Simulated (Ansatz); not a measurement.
O on the Al site in corundum (start: the Al site; 120-site cell, 2×2×2 Γ-centred sampling), charge +1. Level of theory: PBE, PAW (plane waves to 420 eV; Ansatz, a quantum-chemistry and plane-wave program).

| Quantity | Result |
|---|---|
| total energy of the defect cell | -66858.5348 eV |
| total energy of the perfect cell | -66835.3083 eV |
| μ(O) in O2 molecule in a box, atoms added +1 | -564.9684 eV |
| μ(Al) in fcc Al, atoms added −1 | -537.5045 eV |
| Δμ(O), Al-rich | -4.963 eV |
| Δμ(Al), Al-rich | 0.000 eV |
| valence-band maximum on the cell's zero | 7.358 eV |
| image correction with alignment | 0.037 eV |
| Fermi level above the maximum | 3.40 eV |

Question: Work out the formation energy.

Answer: E_f = E(defect) − E(perfect) − Σ n μ + q (E_VBM + E_F) + E_corr = -23.226 − (-32.427) + (10.758) + (0.037) = 20.00 eV.
